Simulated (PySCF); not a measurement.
PySCF 2.14.0, unrestricted PBE/def2-svpd, df: Zn(H)2 triplet ([ZnH2]), charge 0, multiplicity 3, 3 atoms. The geometry is a generated start, not checked to be a minimum at this level.

```json
{
 "task": "energy",
 "method": "pbe",
 "basis": "def2-svpd",
 "two_electron_scheme": "density fitting",
 "mol.max_memory": "3000 MB",
 "mf.max_cycle": "100",
 "mf.init_guess": "minao (default)",
 "mf.DIIS": "CDIIS (default)",
 "mf.diis_space": "8 (default)",
 "mf.conv_tol": "1e-09 (default)",
 "mf.grids.level": "3 (default)",
 "basis_functions": "50",
 "grid_points": "40256"
}
```

```xyz
3

Zn     0.0001    -0.0006     0.0000
H      0.2611    -1.4740     0.0887
H     -0.2612     1.4747    -0.0888
```

Charge 0 and multiplicity 3 are set for this test and not shown to be the ground state.

One run each on 2 threads, 1 BLAS thread. Values of level_shift (Hartree) tried: 0 (default), 0.1, 0.3, 1.

Question: Which value of level_shift (Hartree) needs the fewest Fock builds, and what happens away from it?

Answer: Fewest Fock builds, within one of each other: 0 (default) with 12, 0.1 with 12. The run ends without SCF convergence in 100 cycles at 0.3, 1.

```csv
level_shift (Hartree),Fock builds,end
0 (default),12,same solution
0.1,12,same solution
0.3,101,no convergence
1,101,no convergence
```
